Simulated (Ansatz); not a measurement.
The starting structures come from a database of crystals and need not be the phases stable at ambient conditions.

## Evanescent states of Rb$_{2}$LiScF$_{6}$ (Fm-3m, not sure to be the ambient phase, 10 atoms a cell, 15.2 Å³ an atom, -3 GPa at this level) along the normal of (111)

All values below come from r2SCAN (plane waves, PAW; Ansatz, a program for electronic structure).

The gap is the functional's own, uncorrected, and κ follows it; spin-orbit coupling is left out. Mid-gap values are interpolated between the computed energies.

Energies count from the valence-band top; κ is the least over a 6×6 mesh across the current.

| E (eV) | κ (1/Å) | where |
|---|---|---|
| 0.17 | 0.279 | Γ |
| 0.49 | 0.367 | Γ |
| 0.82 | 0.425 | Γ |
| 1.16 | 0.466 | Γ |
| 1.49 | 0.496 | Γ |
| 1.81 | … | Γ |
| 2.15 | … | Γ |
| 2.48 | … | Γ |
| 2.81 | … | Γ |
| 3.13 | … | Γ |
| 3.46 | … | Γ |
| 3.79 | … | Γ |
| 4.12 | … | Γ |
| 4.46 | … | Γ |
| 4.79 | … | Γ |
| 5.12 | … | Γ |
| 5.45 | … | Γ |
| 5.78 | 0.497 | Γ |
| 6.11 | 0.475 | Γ |
| 6.43 | 0.449 | Γ |
| 6.76 | 0.417 | Γ |
| 7.09 | 0.379 | Γ |

Q: Fill in the missing entries.

A: 
- 1.81, κ (1/Å): 0.519
- 2.15, κ (1/Å): 0.536
- 2.48, κ (1/Å): 0.549
- 2.81, κ (1/Å): 0.557
- 3.13, κ (1/Å): 0.562
- 3.46, κ (1/Å): 0.564
- 3.79, κ (1/Å): 0.563
- 4.12, κ (1/Å): 0.559
- 4.46, κ (1/Å): 0.553
- 4.79, κ (1/Å): 0.543
- 5.12, κ (1/Å): 0.531
- 5.45, κ (1/Å): 0.516
